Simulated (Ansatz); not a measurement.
Base system: Ni in the simple cubic structure (space group Pm-3m, No. 221; a = 2.289 Å; ferromagnetic; a hypothetical phase, not in the database extracts checked).

Computed with Kohn–Sham DFT with the PBEsol functional, run in Ansatz (a quantum-chemistry and plane-wave program) with PAW and 420 eV plane waves, spin-orbit coupling left out.

Before the change:

The magnetic state comes out as ferromagnetic. The largest site moment is 0.53 μB and the volume per atom is 12.00 Å³.

It is then changed as follows: a hydrostatic pressure of 7.5 GPa.

Question: Estimate the effect on the magnetic state, largest site moment and volume per atom.

Answer: The magnetic state is still ferromagnetic; the largest site moment decreases by 0.05 μB (0.53 μB → 0.48 μB); the volume per atom falls by 0.49 Å³ (12.00 Å³ → 11.51 Å³).

Other magnetic orders, which the real material may have, were not ruled out. Load acts through the strain it causes; cell and atoms are relaxed under it. Stability against distortions was not tested. Competing high-pressure phases were not computed.
